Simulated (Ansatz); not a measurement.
A self-consistent single point of Ag (Fm-3m, 1 atom in the cell) with Ansatz (an electronic-structure program).

Level of theory: PBEsol, default PAW files made with PBE (plane waves; Ansatz).

```xyz
1
Lattice="0.0000 2.0450 2.0450 2.0450 0.0000 2.0450 2.0450 2.0450 0.0000" Properties=species:S:1:pos:R:3 pbc="T T T"
Ag     0.0000     0.0000     0.0000
```

Reference input (self-consistent single point, DFT, PBE, plane waves, default PAW files): basis.ecutwfc = 420 eV; kpoints.mp_grid.grid = 14 14 14; hamiltonian.xc = pbe; hamiltonian.pseudopotentials = {kind: paw} (the program's default PAW files); scf.occupations.method = gaussian; scf.occupations.width = 0.1 eV. This run's input differs from it in these lines:

Ansatz 0.2 input:
```diff
@@ -14,3 +14,3 @@
 hamiltonian:
-  xc: pbe
+  xc: pbesol
   pseudopotentials:
```

Log, with long lists cut:

```
SCF iter   1: F=—  HF=-7522.248542 eV  |F-HF|=—  |Δ(HF+E_count)|=         —  Δρ=1.02e-2  dr2=1.65e-2  ethr=1.77e-3  ⟨swp⟩=4.6  Hψ=7206  notcnv=0
all-band conjugate gradients solve this SCF's bands
preconditioner: auto → none
SCF iter   2: F=—  HF=-7522.244682 eV  |F-HF|=—  |Δ(HF+E_count)|=   3.86e-3  Δρ=5.17e-3  dr2=3.17e-3  ethr=8.71e-5  ⟨swp⟩=2.8  Hψ=3499  notcnv=0  defer=28
   [... lines left out ...]
SCF iter   4: F=—  HF=-7522.243662 eV  |F-HF|=—  |Δ(HF+E_count)|=   1.29e-5  Δρ=5.23e-5  dr2=1.85e-7  ethr=1.92e-7  ⟨swp⟩=2.1  Hψ=1692  notcnv=0  defer=28
iter 5 did not close the SCF: its close was put off for the readings that it lacked (scf_convergence_deferred on its scf_iter line)
SCF iter   5: F=-7522.243662 eV  HF=-7522.243662 eV  |F-HF|=5.18e-9  |Δ(HF+E_count)|=   3.69e-8  Δρ=9.98e-6  dr2=4.82e-9  ethr=9.71e-10  ⟨swp⟩=2.7  Hψ=2376  notcnv=0  defer=28
SCF iter   6: F=-7522.243662 eV  HF=-7522.243662 eV  |F-HF|=2.36e-11  |Δ(HF+E_count)|=   6.00e-9  Δρ=8.45e-7  dr2=3.97e-11  ethr=2.54e-11  ⟨swp⟩=2.4  Hψ=4818  notcnv=0
SCF 1 converged in 6 iterations: F = -7522.243662 eV  dr2 = 3.97e-11
Free energy (F): -7522.243662 eV
Internal energy: -7522.242406 eV  (E = F + TS)
E sigma→0 (E₀):  -7522.243034 eV
Entropy (-TS):   -0.001256 eV (-1.256 meV/atom)
Fermi energy:    17.003829 eV
--- Forces (eV/Å), atoms counted from 1 ---
  atom   1  Ag    -0.00000000     0.00000000     0.00000000
--- Stress (GPa, compression-positive) ---
       -2.985057       0.000000       0.000000
        0.000000      -2.985057       0.000000
       -0.000000       0.000000      -2.985057
  P = ⅓ Tr σ = -2.9851 GPa (-29.851 kbar)
  The stress holds the Pulay correction. Without it, at fixed plane waves, as pw.x and ABINIT print it: P = -3.0280 GPa
```

The run converged in 6 iterations. Against the reference run the pressure goes from 4.29 to -2.99 GPa.

The starting cell has typed, rounded lattice constants, without a prior relaxation at this level. Ansatz's pressure includes its estimate of the finite-basis (Pulay) stress.
